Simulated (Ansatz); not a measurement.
Consider Be₂C (space group Fm-3m, No. 225; a = 4.310 Å).

All numbers come from PBEsol (Ansatz, a program for electronic structure; PAW; 420 eV plane waves; no SOC), earlier PAW set.

One change was made to it. Results:

The gap character remains indirect, Γ → X; the band gap rises by 0.02 eV to 1.10 eV; the density rises by 0.104 g/cm³ (2.49 g/cm³ → 2.60 g/cm³); the width of the top valence band increases by 0.154 eV to 6.12 eV; the hole mass (degenerate bands, along [100]) goes from 0.26, 0.26, 0.42 mₑ (at Γ) to 0.25, 0.25, 0.44 mₑ (at Γ).

Task: Which change produced these results?
A. pressure 30 GPa
B. pressure −2 GPa
C. pressure 4.2 GPa
D. pressure 18 GPa
E. pressure 9 GPa

Result: E, pressure 9 GPa. For comparison, the hole mass in the other runs: pressure 18 GPa gives 0.25, 0.25, 0.45 mₑ (at Γ); pressure 4.2 GPa gives 0.25, 0.25, 0.43 mₑ (at Γ); pressure 30 GPa gives 0.24, 0.24, 0.46 mₑ (at Γ); pressure −2 GPa gives 0.26, 0.26, 0.42 mₑ (at Γ).

Load acts through the strain it causes; cell and atoms are relaxed under it. Effective masses come from finite differences of ±0.01 Å⁻¹. Stability against distortions was not tested. No other phases were tried under pressure.
